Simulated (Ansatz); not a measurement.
The starting structures come from a database of crystals and need not be the phases stable at ambient conditions.

## Evanescent states of KTcO$_{4}$ (I4_1/a, not sure to be the ambient phase, 12 atoms a cell, 16.7 Å³ an atom) along the normal of (100)

Method: PBEsol (plane waves, PAW; Ansatz, a first-principles code).

No gap correction and no spin-orbit coupling; mid-gap values are interpolated between computed energies.

Energies count from the valence-band top; κ is the least over a 6×4 mesh across the current.

| E (eV) | κ (1/Å) | where |
|---|---|---|
| 0.09 | 0.254 | off Γ |
| 0.26 | 0.393 | Γ |
| 0.42 | 0.459 | off Γ |
| 0.59 | 0.498 | off Γ |
| 0.77 | 0.524 | off Γ |
| 0.94 | 0.542 | off Γ |
| 1.10 | 0.553 | off Γ |
| 1.27 | 0.559 | off Γ |
| 1.45 | 0.562 | off Γ |
| 1.61 | 0.561 | off Γ |
| 1.78 | 0.556 | off Γ |
| 1.96 | 0.548 | off Γ |
| 2.12 | 0.536 | off Γ |
| 2.29 | 0.520 | off Γ |
| 2.46 | 0.499 | Γ |
| 2.63 | 0.472 | Γ |
| 2.81 | 0.439 | Γ |
| 2.98 | 0.396 | Γ |
| 3.15 | 0.337 | Γ |
| 3.31 | 0.244 | Γ |

**Question.** How thick must the barrier be to attenuate the transmission by 10^4 when the electrodes' Fermi level lies at 0.26 eV, and what attenuation does that film give at 3.15 eV?

**Answer.** d = 4 ln 10 / (2 × 0.393) = 11.7 Å. At 3.15 eV it gives 4 × 0.337/0.393 = 3.4 decades.
